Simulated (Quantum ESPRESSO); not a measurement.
Band structure of Cs (Im-3m, 1 atom in the cell).

```
Cs
1.0
   -3.07215     3.07215     3.07215
    3.07215    -3.07215     3.07215
    3.07215     3.07215    -3.07215
Cs
1
Direct
  0.00000   0.00000   0.00000
```

Method of the run: PBE, PSlibrary ultrasoft (PBE) pseudopotentials (plane waves; Quantum ESPRESSO).

Settings: ecutwfc = 40 Ry; ecutrho = 280 Ry; occupations = smearing; smearing = methfessel-paxton; degauss = 0.0099958 Ry; potentials = {Cs: Cs.pbe-spn-rrkjus_psl.1.0.0.UPF}; K_POINTS = automatic 10 10 10 0 0 0; nbnd = 17; conv_thr = 1e-10 Ry.

The starting cell comes from a database of computed structures (which also holds hypothetical and non-ambient phases and stackings), without a prior relaxation at this level. Its lattice was rescaled by a random factor within 2.5 % of one.

Levels in eV from the Fermi level, bands 1 to 8:
| point | 1 | 2 | 3 | 4 | 5 | 6 | 7 | 8 |
|---|---|---|---|---|---|---|---|---|
| Γ | -23.87 | -10.62 | -10.62 | -10.62 | -1.68 | 2.48 | 2.48 | 2.48 |
| H | -23.86 | -10.71 | -10.71 | -10.71 | 0.65 | 0.65 | 2.96 | 2.96 |
| N | -23.87 | -10.75 | -10.66 | -10.62 | 0.03 | 0.85 | 1.64 | 3.17 |
| P | -23.87 | -10.68 | -10.68 | -10.68 | 0.98 | 0.98 | 0.98 | 2.34 |

Bands cross the Fermi level along this path, so the cell is metallic at this level.
